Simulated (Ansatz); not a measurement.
CuI (P4/nmm, No. 129, 4 atoms in the cell; start mp-22863; a measured phase of this formula has another space group), treated with r²SCAN+rVV10 (Ansatz, a program for electronic structure, plane waves, PAW).

Settings: plane-wave cutoff 560 eV, 8×8×6 k mesh (along the axes of the cell as run), Fermi–Dirac smearing 0.01 eV, no spin polarisation, scalar-relativistic PAW data made under PBE.

Cell (relaxed at this level):

```
CELL_PARAMETERS angstrom
      4.05432     0.00000     0.00000
      0.00000     4.05432     0.00000
      0.00000     0.00000     6.35243
ATOMIC_POSITIONS crystal
  Cu 0.50000 0.50000 0.00000
  Cu 0.00000 0.00000 0.00000
  I  0.50000 0.00000 0.26644
  I  0.00000 0.50000 0.73356
```

Question: Estimate the band gap that the calculation returns.

Answer: 
* **band gap**: 2.01 eV (on the SCF k mesh)

Note: the relaxation could not lower the start's symmetry, so the cell can be a saddle point above a distorted one.

Spin–orbit coupling is not included; with these elements it can move the gap by several tenths of an eV or more.

Computing time: roughly 3 core-minutes.

A start named mp-… is a Materials Project structure, which need not be a measured phase.
